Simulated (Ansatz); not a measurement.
The reference is Ga2O3 (space group C2/m, No. 12; a = 12.2557 Å, b = 3.0391 Å, c = 5.8084 Å, α = γ = 90.00°, β = 103.81°).

All numbers come from DFT with r2SCAN, PAW potentials and a 500 eV plane-wave cutoff in Ansatz (a quantum-chemistry and plane-wave program), without spin-orbit coupling.

Base values:

| Quantity | Result |
|---|---|
| Band gap | 3.02 eV |
| Width of the top valence band | 0.69 eV |

Perturbation: a hydrostatic pressure of 4.5 GPa.

**Question.** What happens to the band gap and width of the top valence band?

**Answer.** The band gap grows by 0.194 eV (3.02 eV → 3.22 eV); the width of the top valence band hardly moves (0.69 eV against 0.71 eV).

Load acts through the strain it causes; cell and atoms are relaxed under it. No phonon test of stability was made.
